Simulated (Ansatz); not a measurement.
Base system: SiO2 (space group P3_121, No. 152; a = 4.949 Å, c = 5.442 Å).

Calculations: Kohn–Sham DFT with the PBEsol functional, run in Ansatz (a quantum-chemistry and plane-wave program) with PAW and 420 eV plane waves, no spin-orbit coupling.

One change was made to it. Results:

The band gap drops by 0.08 eV (5.72 eV → 5.64 eV); the smallest direct gap decreases by 0.055 eV, from 6.03 eV to 5.98 eV; the lattice parameter a rises by 0.064 Å to 5.013 Å.

Question: Name the change that was made.
A. pressure 30 GPa
B. pressure −2 GPa
C. pressure −1 GPa
D. pressure 1.8 GPa
E. pressure 4.2 GPa

Answer: C, pressure −1 GPa. For comparison, the band gap in the other runs: pressure −2 GPa gives 5.50 eV; pressure 1.8 GPa gives 5.85 eV; pressure 30 GPa gives 6.69 eV; pressure 4.2 GPa gives 5.99 eV.

Load acts through the strain it causes; cell and atoms are relaxed under it. No phonon test of stability was made. No other phases were tried under pressure.
